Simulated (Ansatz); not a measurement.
Ti_Al in corundum: one set of geometries, relaxed with PBE, evaluated in Ansatz (PAW, plane waves to 420 eV, 500 eV under r2SCAN) with PBE, r2SCAN.

Cell and caveats: 120-site cell; 2×2×2 Γ-centred k-points; start: the Al site; charged states image-corrected; no Hubbard U; finite-size errors of tenths of an eV; flagged in the runs: a doubtful potential alignment, a host whose relaxation on this sampling wasn't shown to rest.

```json
[
 {"quantity": "host gap (eV)", "PBE": "5.85", "r2SCAN": "6.73"},
 {"quantity": "ε(+1/0) above the VBM (eV)", "PBE": "3.45", "r2SCAN": "3.53"},
 {"quantity": "ε(0/−1) above the VBM (eV)", "PBE": "5.22", "r2SCAN": "5.42"},
 {"quantity": "neutral formation energy against fcc Al, hcp Ti (eV)", "PBE": "1.42", "r2SCAN": "1.08"},
 {"quantity": "largest moment on one atom at charge 0 (μB)", "PBE": "0.65", "r2SCAN": "0.67"},
 {"quantity": "largest moment on one atom at charge −1 (μB)", "PBE": "1.23", "r2SCAN": "1.27"}
]
```

PBE narrows the gap by 0.88 eV against r2SCAN, the highest level run, and puts the levels 0.14 eV lower above the valence-band maximum on average.

Ansatz is a first-principles code.
